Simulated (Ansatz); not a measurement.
**Na: pressure 5 GPa**

The parent structure is Na in the bcc (W type) structure (space group Im-3m, No. 229; a = 4.1695 Å).

It is then changed as follows: cell and atoms relaxed at a pressure of 5 GPa.

Method: PBEsol/PAW in Ansatz (an electronic-structure program), no spin-orbit coupling. k-mesh 16×16×16 (Γ-centred); smearing 0.05 eV (Fermi–Dirac).

```csv
quantity,base,changed,shift
volume per atom,36.24 Å³,25.85 Å³,-10.397 Å³
density,1.05 g/cm³,1.48 g/cm³,+0.424 g/cm³
lattice parameter a,4.170 Å,3.725 Å,-0.4444 Å
enthalpy H = E + PV relative to the base's energy,–,+0.93 eV/atom,–
band gap,zero,zero,–
```

Final structure:

```xyz
1
Lattice="-1.8626 1.8626 1.8626 1.8626 -1.8626 1.8626 1.8626 1.8626 -1.8626" Properties=species:S:1:pos:R:3 pbc="T T T"
Na     0.0000     0.0000     0.0000
```

Load acts through the strain it causes; cell and atoms are relaxed under it. Stability against distortions was not tested. Competing high-pressure phases were not computed.
